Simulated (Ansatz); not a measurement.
## Competing hops of O vacancy in monoclinic ZrO2 strained by -1.5 % along x and y, z held, charge state +2

Consider O vacancy in monoclinic ZrO2 strained by -1.5 % along x and y, z held, charge state +2. Calculation: PBE, PAW (plane waves to 420 eV; Ansatz, a program for electronic structure).

Cell of 96 host sites held at the strained lattice (strain from the relaxed PBE one, atoms relaxed); the Γ point alone; Fermi-Dirac width 0.01 eV, spin-restricted; finite-size errors left in. No zero-point or tunnelling terms. The charge state is imposed; whether it is stable for some Fermi level was not computed. Forms of the defect that were not tried may lie lower.

Barriers: single points on a 2×2×2 k-point mesh shifted by half a step at the bands' geometries.

```json
[
 {"Route": "a nearby O atom hops onto the vacant site", "Start site over the lowest site run (eV)": "0.00", "Hop (Å)": "2.46", "Forward barrier (eV)": "0.68", "Backward barrier (eV)": "0.68", "Neighbours at the start": "O at 2.57, O at 2.62; Zr at 2.04, Zr at 2.06, Zr at 2.22 Å", "Neighbours at the saddle": "O at 2.64, O at 2.65; Zr at 2.04, Zr at 2.17 Å", "Saddle order": "not checked", "Forward, on the band's own sampling (eV)": "0.69"},
 {"Route": "a nearby O atom hops onto the vacant site", "Start site over the lowest site run (eV)": "0.00", "Hop (Å)": "1.92", "Forward barrier (eV)": "0.88", "Backward barrier (eV)": "0.11", "Neighbours at the start": "O at 2.58, O at 2.63, O at 2.70; Zr at 2.10, Zr at 2.14, Zr at 2.35, Zr at 2.38 Å", "Neighbours at the saddle": "Zr at 1.98, Zr at 1.99 Å", "Saddle order": "not checked", "Forward, on the band's own sampling (eV)": "0.86"},
 {"Route": "a nearby O atom hops onto the vacant site", "Start site over the lowest site run (eV)": "0.00", "Hop (Å)": "2.54", "Forward barrier (eV)": "1.12", "Backward barrier (eV)": "1.12", "Neighbours at the start": "O at 2.58, O at 2.63; Zr at 2.03, Zr at 2.11, Zr at 2.19 Å", "Neighbours at the saddle": "Zr at 1.92 Å", "Saddle order": "not checked", "Forward, on the band's own sampling (eV)": "1.13"},
 {"Route": "a nearby O atom hops onto the vacant site", "Start site over the lowest site run (eV)": "0.77", "Hop (Å)": "1.85", "Forward barrier (eV)": "0.38", "Backward barrier (eV)": "0.38", "Neighbours at the start": "O at 2.53; Zr at 2.10, Zr at 2.16, Zr at 2.29, Zr at 2.58 Å", "Neighbours at the saddle": "2 Zr at 2.00 Å", "Saddle order": "not checked, on a symmetry element", "Forward, on the band's own sampling (eV)": "0.36"}
]
```

Paths come from CI-NEB runs. Of the routes that converged and passed our checks, the lowest saddle point lies 0.68 eV above the lowest of the sites run (a nearby O atom hops onto the vacant site); other sites, such as split forms, and other routes may lie lower. A band can be held on a symmetry element, so unchecked saddle points there may be too high.

The whole set of runs took around 2.6 core-hours (rough).
